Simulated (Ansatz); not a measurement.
**A computed series for SiGe: pressure series**

Start from SiGe in the wurtzite structure (space group P6_3mc, No. 186; a model cell, its experimental status unchecked).

```yaml
crystal:
  lattice:
    - [3.90400, 0.00000, 0.00000]
    - [-1.95200, 3.38096, 0.00000]
    - [0.00000, 0.00000, 6.45490]
  atoms:
    - { symbol: Ge, position: [0.66667, 0.33333, 0.99956] }
    - { symbol: Ge, position: [0.33333, 0.66667, 0.49956] }
    - { symbol: Si, position: [0.66667, 0.33333, 0.62564] }
    - { symbol: Si, position: [0.33333, 0.66667, 0.12564] }
```

Cell and atoms are relaxed at each pressure.

The values are results of r2SCAN, PAW, 500 eV (Ansatz, a quantum-chemistry and plane-wave program; no spin-orbit coupling), not measurements.

Candidates:
(a) pressure 22.5 GPa
(b) pressure 15 GPa
(c) pressure 0.9 GPa

For the base:

* **Band gap**: 0.66 eV

Problem. Order them by band gap, lowest first.

Solution. (a) pressure 22.5 GPa (0.31 eV), (b) pressure 15 GPa (0.42 eV), (c) pressure 0.9 GPa (0.65 eV)

Load acts through the strain it causes; cell and atoms are relaxed under it. No phonon test of stability was made. No other phases were tried under pressure.
